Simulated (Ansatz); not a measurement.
**What isotropic strain −3.00 % does to MgO**

Base system: MgO in the rock salt structure (space group Fm-3m, No. 225; a = 4.254 Å).

Modification: every lattice vector is shortened by 3.00 %; the atoms relax in the strained cell.

Calculations: plane-wave PAW DFT at the PBE level (Ansatz, a program for electronic structure, 420 eV), spin-orbit coupling left out. k-mesh 13×13×13 (Γ-centred); smearing 0.05 eV (Fermi–Dirac).

| quantity | base | changed | shift |
|---|---|---|---|
| volume per atom | 9.62 Å³ | 8.78 Å³ | -0.84 Å³ |
| space group | Fm-3m (No. 225) | Fm-3m (No. 225) | – |
| shortest interatomic distance | 2.127 Å | 2.063 Å | -0.064 Å |
| energy relative to the base (free energy F) | 0 meV/atom | +40 meV/atom | +40 meV/atom |
| pressure | 0.01 GPa | 16.45 GPa | +16.44 GPa |
| band gap | 4.46 eV | 5.37 eV | +0.91 eV |
| gap character | direct at Γ | direct at Γ | – |
| mean gap deformation potential ΔEg/Δln V | – | -9.9 eV | – |
| width of the top valence band | 1.71 eV | 1.88 eV | +0.17 eV |
| electron mass | 0.34 mₑ (at Γ) | 0.37 mₑ (at Γ) | – |
| hole mass (degenerate bands, along [100]) | 0.38, 2.2, 2.2 mₑ (at Γ) | 0.41, 2.0, 2.0 mₑ (at Γ) | – |

Final structure:

```xyz
2
Lattice="0.0000 2.0631 2.0631 2.0631 0.0000 2.0631 2.0631 2.0631 0.0000" Properties=species:S:1:pos:R:3 pbc="T T T"
Mg     0.0000     0.0000     0.0000
O      2.0631     2.0631     2.0631
```

Masses are band curvatures over ±0.01 Å⁻¹ around the edge. Whether these cells are dynamically stable was not tested.
